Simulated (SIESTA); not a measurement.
A self-consistent single point of VP2 (C2/m, 6 atoms in the cell) with SIESTA.

Level of theory: SIESTA 5.4.2 with LDA PW92, numerical atomic orbitals SZ, PseudoDojo LDA standard norm-conserving potentials (rewritten from UPF to PSML).

```xyz
6
Lattice="4.2053 -1.5575 0.0000 4.2053 1.5575 0.0000 -3.4960 0.0000 6.2431" Properties=species:S:1:pos:R:3 pbc="T T T"
V     -1.1249     0.0000     4.3600
V      6.0396     0.0000     1.8831
P      3.8239     0.0000     6.0540
P      1.0909     0.0000     0.1891
P      3.6417     0.0000     2.5163
P      1.2730     0.0000     3.7268
```

Reference input (self-consistent single point, DFT, LDA PW92, numerical atomic orbitals DZP, PseudoDojo LDA standard norm-conserving potentials (rewritten from UPF to PSML)): XC.functional = LDA; XC.authors = PW92; potentials = PseudoDojo LDA standard; PAO.BasisSize = DZP; PAO.EnergyShift = 0.01 Ry; MeshCutoff = 350 Ry; kgrid.MonkhorstPack = 9 9 4; OccupationFunction = MP; OccupationMPOrder = 0; ElectronicTemperature = 0.1 eV; MaxSCFIterations = 150; SCF.Mixer.Method = Pulay. This run's input differs from it in these lines:

```diff
@@ -28,3 +28,3 @@
 XC.authors                   PW92
-PAO.BasisSize                DZP
+PAO.BasisSize                SZ
 PAO.EnergyShift              0.01 Ry
```

Output, abridged:

```
        iscf     Eharris(eV)        E_KS(eV)     FreeEng(eV)     dDmax    Ef(eV) dHmax(eV)
   scf:    1    -4723.553479    -4760.710217    -4760.712169  1.800538 -3.751976  8.196817
   scf:    2    -4749.838598    -4761.910936    -4761.914890  0.323180 -4.768892  7.005969
   scf:    3    -4765.464328    -4765.245424    -4765.248649  0.174424 -4.270467  0.301019
   scf:    4    -4765.260630    -4765.254827    -4765.258091  0.007892 -4.276142  0.120802
   scf:    5    -4765.262780    -4765.259503    -4765.262845  0.008651 -4.256204  0.057207
   scf:    6    -4765.258274    -4765.259386    -4765.262696  0.003088 -4.241272  0.079062
   scf:    7    -4765.259571    -4765.259769    -4765.263084  0.002155 -4.247022  0.021558
   scf:    8    -4765.259816    -4765.259799    -4765.263112  0.000356 -4.245258  0.006769
   scf:    9    -4765.259802    -4765.259802    -4765.263115  0.000171 -4.244742  0.001451
   scf:   10    -4765.259802    -4765.259802    -4765.263115  0.000032 -4.244782  0.000857
SCF Convergence by DM+H criterion
max |DM_out - DM_in|         :     0.0000320528
max |H_out - H_in|      (eV) :     0.0008569027
SCF cycle converged after 10 iterations

Using DM_out to compute the final energy and forces

siesta: E_KS(eV) =            -4765.2598

siesta: E_KS - E_eggbox =     -4765.2598

siesta: Atomic forces (eV/Ang):
     1    0.061237   -0.000000   -0.005872
     2   -0.061241   -0.000000    0.005838
     3   -0.097222    0.000000   -0.815142
     4    0.097213    0.000000    0.815164
     5    0.008248   -0.000000   -1.368939
     6   -0.008234   -0.000000    1.368952
   Tot    0.000000   -0.000000    0.000000
   Max    1.368952
   Res    0.532477    sqrt( Sum f_i^2 / 3N )
   Max    1.368952    constrained

   [... lines left out ...]
siesta: FreeEng =     -4765.263115
   [... lines left out ...]
siesta:    -0.146914    0.000000   -0.004762
siesta:     0.000000   -0.037595   -0.000000
siesta:    -0.004761    0.000000    0.013251

siesta: Cell volume =         81.780219 Ang**3

siesta: Pressure (static):
siesta:                Solid            Molecule  Units
siesta:           0.00062175          0.00079146  Ry/Bohr**3
siesta:           0.05708608          0.07266876  eV/Ang**3
siesta:          91.46197981        116.42818778  kBar
```

The run converged in 10 iterations. Against the reference run the pressure goes from -6.55 to 9.15 GPa and the largest force goes from 0.186 to 1.369 eV/Å.

The starting cell comes from a database of computed structures (which also holds hypothetical and non-ambient phases and stackings), without a prior relaxation at this level. Spin polarisation is off, so a magnetic state, if there is one, cannot be reached. Values carry the incompleteness of an atom-centred basis. Forces in this geometry exceed 1 eV/Å.
